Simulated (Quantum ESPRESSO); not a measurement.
A working Quantum ESPRESSO input for TaF5 (C2/m, 24 atoms in the cell) (DFT, PBEsol, plane waves, GBRV 1.5 ultrasoft (PBESOL) pseudopotentials):

```fortran
&CONTROL
    calculation = 'scf'
    prefix = 'taf5'
    outdir = './tmp'
    pseudo_dir = './'
    tprnfor = .true.
    tstress = .true.
/
&SYSTEM
    ibrav = 0
    nat = 24
    ntyp = 2
    ecutwfc = 40
    ecutrho = 320
    occupations = 'smearing'
    smearing = 'fd'
    degauss = 0.0036749
/
&ELECTRONS
    conv_thr = 1.0d-10
    mixing_beta = 0.4
/
ATOMIC_SPECIES
Ta   180.9479  ta_pbesol_v1.uspp.F.UPF
F     18.9984  f_pbesol_v1.4.uspp.F.UPF
CELL_PARAMETERS {angstrom}
   4.7340400000    -7.1510000000     0.0000000000
   4.7340400000     7.1510000000     0.0000000000
  -0.7305840000     0.0000000000     4.8713500000
ATOMIC_POSITIONS {crystal}
Ta    0.7956800000    0.2043200000    0.5000000000
Ta    0.2043200000    0.7956800000    0.5000000000
Ta    0.2610400000    0.2610400000    0.2430600000
Ta    0.7389600000    0.7389600000    0.7569400000
F     0.5322400000    0.7265800000    0.8545500000
F     0.4677600000    0.2734200000    0.1454500000
F     0.2734200000    0.4677600000    0.1454500000
F     0.7265800000    0.5322400000    0.8545500000
F     0.6532900000    0.6532900000    0.3867800000
F     0.3467100000    0.3467100000    0.6132200000
F     0.7815600000    0.9734000000    0.6199800000
F     0.2184400000    0.0266000000    0.3800200000
F     0.0266000000    0.2184400000    0.3800200000
F     0.9734000000    0.7815600000    0.6199800000
F     0.1276100000    0.1276100000    0.9224000000
F     0.8723900000    0.8723900000    0.0776000000
F     0.4108500000    0.8314500000    0.3745200000
F     0.5891500000    0.1685500000    0.6254800000
F     0.1685500000    0.5891500000    0.6254800000
F     0.8314500000    0.4108500000    0.3745200000
F     0.7005700000    0.0740700000    0.1575400000
F     0.2994300000    0.9259300000    0.8424600000
F     0.9259300000    0.2994300000    0.8424600000
F     0.0740700000    0.7005700000    0.1575400000
K_POINTS {automatic}
2 2 3  0 0 0
```

The run converged in 13 iterations: free energy E − TS -20949.0749 eV; top of the valence band (on the code's own zero) 1.00 eV; gap on the k-point mesh 5.64 eV; pressure -0.32 GPa; largest force (vector length) 0.179 eV/Å. Each of these slips is then made, one at a time:

(1)
```diff
-    degauss = 0.0036749
```

(2)
```diff
-F     0.0740700000    0.7005700000    0.1575400000
+F1     0.0740700000    0.7005700000    0.1575400000
```

Task: How does each altered input end?

Result: 
(1) Smearing without a width. The program stopped before any SCF iteration.
```
Error in routine  set_occupations (1):
smearing requires a value for gaussian broadening (degauss)
```

(2) An atom label that is not in the list of species. The program stopped before any SCF iteration.
```
Error in routine read_cards (24):
species F1 in ATOMIC_POSITIONS is nonexistent
```

The starting cell comes from a database of computed structures (which also holds hypothetical and non-ambient phases and stackings), without a prior relaxation at this level. Spin-orbit coupling is off.

Left out of this page: 3 runs of the series outside the window shown, repeating another row's setting, or not comparable.
